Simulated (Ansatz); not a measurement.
We look at the formation energy of Hf_Mo in Mo (bcc, Im-3m). Reaction: Hf (hcp) + 63 Mo (bcc) → cell A.

Cell A: a supercell of 64 sites of Mo (bcc, Im-3m) with Hf on a Mo site (8 Mo at 2.78 Å); spin state with PBE: run without spin, k-point mesh 4×4×4.
```yaml
crystal:
  lattice:
    - [10.95032, 0.00000, 0.00000]
    - [-3.65011, 10.32406, 0.00000]
    - [-3.65011, -5.16203, 8.94090]
  atoms:
    - { symbol: Mo, position: [0.00000, 0.00000, 0.00000] }
    - { symbol: Mo, position: [0.99945, 0.99945, 0.24998] }
    - { symbol: Mo, position: [0.00000, 0.00000, 0.50000] }
    - { symbol: Mo, position: [0.00055, 0.00055, 0.75002] }
    - { symbol: Mo, position: [0.99945, 0.24998, 0.99945] }
    - { symbol: Mo, position: [0.99905, 0.24953, 0.24953] }
    - { symbol: Mo, position: [0.99945, 0.24946, 0.50000] }
    - { symbol: Mo, position: [0.00000, 0.25000, 0.75000] }
    - { symbol: Mo, position: [0.00000, 0.50000, 0.00000] }
    - { symbol: Mo, position: [0.99945, 0.50000, 0.24946] }
    - { symbol: Mo, position: [0.00000, 0.50000, 0.50000] }
    - { symbol: Mo, position: [0.00055, 0.50000, 0.75054] }
    - { symbol: Mo, position: [0.00055, 0.75002, 0.00055] }
    - { symbol: Mo, position: [0.00000, 0.75000, 0.25000] }
    - { symbol: Mo, position: [0.00055, 0.75054, 0.50000] }
    - { symbol: Mo, position: [0.00095, 0.75047, 0.75047] }
    - { symbol: Mo, position: [0.24998, 0.99945, 0.99945] }
    - { symbol: Mo, position: [0.24953, 0.99905, 0.24953] }
    - { symbol: Mo, position: [0.24946, 0.99945, 0.50000] }
    - { symbol: Mo, position: [0.25000, 0.00000, 0.75000] }
    - { symbol: Mo, position: [0.24953, 0.24953, 0.99905] }
    - { symbol: Mo, position: [0.24591, 0.24591, 0.24591] }
    - { symbol: Mo, position: [0.24919, 0.24919, 0.50000] }
    - { symbol: Mo, position: [0.24946, 0.24946, 0.75002] }
    - { symbol: Mo, position: [0.24946, 0.50000, 0.99945] }
    - { symbol: Mo, position: [0.24919, 0.50000, 0.24919] }
    - { symbol: Mo, position: [0.24591, 0.50000, 0.50000] }
    - { symbol: Mo, position: [0.24953, 0.50000, 0.75047] }
    - { symbol: Mo, position: [0.25000, 0.75000, 0.00000] }
    - { symbol: Mo, position: [0.24946, 0.75002, 0.24946] }
    - { symbol: Mo, position: [0.24953, 0.75047, 0.50000] }
    - { symbol: Mo, position: [0.24998, 0.75054, 0.75054] }
    - { symbol: Mo, position: [0.50000, 0.00000, 0.00000] }
    - { symbol: Mo, position: [0.50000, 0.99945, 0.24946] }
    - { symbol: Mo, position: [0.50000, 0.00000, 0.50000] }
    - { symbol: Mo, position: [0.50000, 0.00055, 0.75054] }
    - { symbol: Mo, position: [0.50000, 0.24946, 0.99945] }
    - { symbol: Mo, position: [0.50000, 0.24919, 0.24919] }
    - { symbol: Mo, position: [0.50000, 0.24591, 0.50000] }
    - { symbol: Mo, position: [0.50000, 0.24953, 0.75047] }
    - { symbol: Mo, position: [0.50000, 0.50000, 0.00000] }
    - { symbol: Mo, position: [0.50000, 0.50000, 0.24591] }
    - { symbol: Hf, position: [0.50000, 0.50000, 0.50000] }
    - { symbol: Mo, position: [0.50000, 0.50000, 0.75409] }
    - { symbol: Mo, position: [0.50000, 0.75054, 0.00055] }
    - { symbol: Mo, position: [0.50000, 0.75047, 0.24953] }
    - { symbol: Mo, position: [0.50000, 0.75409, 0.50000] }
    - { symbol: Mo, position: [0.50000, 0.75081, 0.75081] }
    - { symbol: Mo, position: [0.75002, 0.00055, 0.00055] }
    - { symbol: Mo, position: [0.75000, 0.00000, 0.25000] }
    - { symbol: Mo, position: [0.75054, 0.00055, 0.50000] }
    - { symbol: Mo, position: [0.75047, 0.00095, 0.75047] }
    - { symbol: Mo, position: [0.75000, 0.25000, 0.00000] }
    - { symbol: Mo, position: [0.75002, 0.24946, 0.24946] }
    - { symbol: Mo, position: [0.75047, 0.24953, 0.50000] }
    - { symbol: Mo, position: [0.75054, 0.24998, 0.75054] }
    - { symbol: Mo, position: [0.75054, 0.50000, 0.00055] }
    - { symbol: Mo, position: [0.75047, 0.50000, 0.24953] }
    - { symbol: Mo, position: [0.75409, 0.50000, 0.50000] }
    - { symbol: Mo, position: [0.75081, 0.50000, 0.75081] }
    - { symbol: Mo, position: [0.75047, 0.75047, 0.00095] }
    - { symbol: Mo, position: [0.75054, 0.75054, 0.24998] }
    - { symbol: Mo, position: [0.75081, 0.75081, 0.50000] }
    - { symbol: Mo, position: [0.75409, 0.75409, 0.75409] }
```

Reference: Hf (hcp, P6₃/mmc), 2 atoms in the cell, k-point mesh 24×24×12 on the run's own vectors. Conventional cell: a = b = 3.2045 Å, c = 5.0723 Å, α = β = 90.00°, γ = 120.00°.

Reference: Mo (bcc, Im-3m), 64 atoms in the cell, the relaxed perfect crystal repeated, atoms not moved again; spin state with PBE: run without spin, k-point mesh 4×4×4 on the run's own vectors.

All numbers come from Ansatz (a quantum-chemistry and plane-wave program), plane waves with PAW, its default PAW set, cutoff 420 eV. The structures are at rest with PBE, within the held lattices. Neutral cells; Fermi-Dirac smearing of at most 0.10 eV in the solids, energies taken to zero width. Larger cells are relaxed from a start prepared with the learned potential CHGNet, on a coarser mesh till forces fall under 0.03 eV/Å, which some starts already meet. A dispersion term (D3(BJ), or D4 for r2SCAN) was computed beside these levels and is taken off wherever the name lacks it. No zero-point or thermal terms. The structures are the rest points that the relaxations reached, not proven lowest. The runs are scalar-relativistic, without spin-orbit coupling. No correction for cell size. Mesh and cell size may move defect energies by 0.1 eV or more. Cell A has symmetry Im-3m within 0.02 Å and got no random move, so less symmetric positions, which may lie lower, weren't tried.

What is the computed value (PBE)?

-0.26 eV, for Hf (hcp) + 63 Mo (bcc) → cell A.
